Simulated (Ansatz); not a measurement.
## TiAl: pressure 9 GPa

Start from TiAl (space group P4/mmm, No. 123; a = 2.813 Å, c = 4.058 Å).

The change: cell and atoms relaxed at a pressure of 9 GPa.

The values are results of plane-wave PAW DFT at the r2SCAN level (Ansatz, a program for electronic structure, 500 eV), no SOC, not measurements. k-mesh 16×16×12 (Γ-centred); smearing 0.05 eV (Fermi–Dirac).

```json
[
 {"quantity": "density", "base": "3.87 g/cm³", "changed": "4.13 g/cm³", "shift": "+0.26 g/cm³"},
 {"quantity": "lattice parameter a", "base": "2.813 Å", "changed": "2.753 Å", "shift": "-0.060 Å"},
 {"quantity": "c/a ratio", "base": "1.443", "changed": "1.442", "shift": "-0.001"},
 {"quantity": "enthalpy H = E + PV relative to the base's energy", "base": "–", "changed": "+0.87 eV/atom", "shift": "–"},
 {"quantity": "band gap", "base": "zero", "changed": "zero", "shift": "–"}
]
```

Cost of the whole job for the changed cell (relaxation, final SCF and bands): about 70 core-seconds (a rough figure).

Load acts through the strain it causes; cell and atoms are relaxed under it. Stability against distortions was not tested. Competing high-pressure phases were not computed. All final runs are without spin polarisation.
